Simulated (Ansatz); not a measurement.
Consider ZnAu in the CsCl type structure (space group Pm-3m, No. 221; a = 3.1286 Å; relaxed with 0.1 eV smearing). Axes: x, y, z lie along the cube axes.

Computed with DFT with PBEsol, PAW potentials and a 420 eV plane-wave cutoff in Ansatz (a quantum-chemistry and plane-wave program), spin-orbit coupling left out.

Strains are applied to the cell and any free atomic positions relax.

One change was made to it. Results:

The energy goes up by 0.7 meV/atom; the shortest interatomic distance rises by 0.0091 Å to 2.719 Å; the pressure (mean of the normal stresses, compression positive) goes from zero to -1.4 GPa.

Q: Which change produced these results?
A. uniaxial strain ε_zz = +1.00 %
B. uniaxial strain ε_zz = +3.00 %
C. uniaxial strain ε_zz = −2.00 %

A: A, uniaxial strain ε_zz = +1.00 %. For comparison, the energy relative to the base in the other runs: uniaxial strain ε_zz = −2.00 % gives +3.0 meV/atom; uniaxial strain ε_zz = +3.00 % gives +5.9 meV/atom.

Stability against distortions was not tested.
